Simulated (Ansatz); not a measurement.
## Rock-salt ZrN: zone-centre TO phonon frequency by level of theory

No measured value is used here.

| level (code) | value (cm⁻¹) | cell (Å³/atom) |
|---|---|---|
| LDA (Ansatz) | 512 | 11.58 |
| PBE (Ansatz) | 476 | 12.13 |
| PBEsol (Ansatz) | 500 | 11.79 |
| PBE-D3(BJ) (Ansatz) | 498 | 11.84 |

PBE-D3(BJ): the dispersion coefficients are held fixed in the derivatives. Each level is taken at its own relaxed cell. Cutoffs differ between the levels. Ansatz's density-functional and Hartree–Fock values are scalar-relativistic unless marked +SOC, with PAW data made under PBE.

Ansatz is a program for electronic structure.
